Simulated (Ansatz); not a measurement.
Take InAs in the zinc blende structure (space group F-43m, No. 216; a = 6.087 Å) as the base. Axes: x, y, z lie along the cube axes.

Computed with DFT with PBEsol, PAW potentials and a 420 eV plane-wave cutoff in Ansatz (a program for electronic structure), no SOC.

For the base:

The pressure is 0.0 GPa.

Modification: uniaxial strain ε_zz = +4.20 %, all other strain components held at zero; the atoms relax in the strained cell.

Estimate the effect on the pressure and energy relative to the base.

The pressure (mean of the normal stresses, compression positive) goes from zero to -2.1 GPa; the energy rises by 12 meV/atom.

A case with no gap was solved on a k-mesh chosen for an insulator, which is coarse for it. No phonon test of stability was made. The final runs are not spin-polarised.
